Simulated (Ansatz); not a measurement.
## CsCl-type HfOs: properties by level of theory

Reference values: lattice constant a 3.239 Å (measured, temperature not stated, copied from a table, unchecked, not corrected to a static lattice; as tabulated in Transactions of the Metallurgical Society of Aime 215, 283 (1959)).

```json
[
 {"level (code)": "LDA (Ansatz)", "lattice parameter a (Å)": "3.200", "enthalpy of formation (eV/atom)": "-0.661"},
 {"level (code)": "PBEsol (Ansatz)", "lattice parameter a (Å)": "3.224", "enthalpy of formation (eV/atom)": "___"},
 {"level (code)": "r²SCAN (Ansatz)", "lattice parameter a (Å)": "___", "enthalpy of formation (eV/atom)": "-0.774"}
]
```

### Question
Fill in the missing entries.

### Answer

- PBEsol (Ansatz, an electronic-structure program), enthalpy of formation (eV/atom): -0.647
- r²SCAN (Ansatz), lattice parameter a (Å): 3.244

Ansatz's density-functional and Hartree–Fock values are scalar-relativistic unless marked +SOC, with PAW data made under PBE.

The computed numbers hold no vibrational or temperature effects.
